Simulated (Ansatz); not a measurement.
Results of r²SCAN in Ansatz (plane waves, PAW) for NbN3 (model structure, started from the ReO3 type, Pm-3m, No. 221, 4 atoms in the cell).

Numerical settings: plane-wave cutoff 560 eV, 14×14×14 k mesh, Fermi–Dirac smearing 0.05 eV, no spin polarisation, scalar-relativistic PAW data made under PBE.

Cell (relaxed at this level):

```
NbN3
1.0
    4.06418     0.00000     0.00000
    0.00000     4.06418     0.00000
    0.00000     0.00000     4.06418
Nb N
1 3
Direct
  0.00000   0.00000   0.00000
  0.00000   0.50000   0.00000
  0.50000   0.00000   0.00000
  0.00000   0.00000   0.50000
```

Predict the bulk modulus B0.


- bulk modulus B0 = 146 GPa

Note: the bulk modulus is −V dP/dV from two relaxed cells at ±2 % in volume; the relaxation could raise the start's symmetry but not lower it, so the cell can be a saddle point.

Static lattice: no zero-point or thermal effects.

A model structure was made by putting elements into a prototype or built by hand; it is no filed structure, need not be a known phase, and can be a saddle point held by its symmetry.

Ansatz is a first-principles code.
